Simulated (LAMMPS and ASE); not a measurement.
Interatomic potentials scored against PBE on 6 thermal frames of Li3Si melt or glass, 64 atoms, from CHGNet MD at 900 K and 0 GPa (started from the melt; by its diffusion the run was neither plainly solid nor liquid).

Reference: DFT, PBE, plane waves, Ansatz's default PAW set, run with Ansatz at one k-point, whose own sampling error enters the misses (most for metals); rms force 0.53 eV/Å, static pressure 0.0 GPa, which carries the basis error of a finite cutoff. Potentials ran in LAMMPS and ASE. The frames were drawn by MD with CHGNet 0.3.0, so they lie where that potential goes, which can favour it. The MPtrj networks were trained on PBE and PBE+U, and their training set holds relaxations of crystals, many of these compositions among them. Potentials trained on another functional, or fitted to measurement, also carry the gap between that and the reference.

- SevenNet-l3i5: SevenNet-l3i5, trained on MPtrj
- CHGNet r2SCAN: CHGNet transfer-learned on r2SCAN data
- SevenNet-0: SevenNet-0, trained on MPtrj
- CHGNet 0.3.0: CHGNet 0.3.0, trained on MPtrj (PBE and PBE+U)

```csv
potential,force RMSE (eV/Å),RMSE over rms force,force correlation,relative energy RMSE (meV/atom),static pressure miss (GPa)
SevenNet-l3i5,0.12,0.22,0.98,3.4,-0.1
SevenNet-0,0.13,0.24,0.97,4.2,+0.0
CHGNet 0.3.0,0.18,0.33,0.95,5.3,-0.3
CHGNet r2SCAN,0.28,0.53,0.92,7.6,-0.6
```
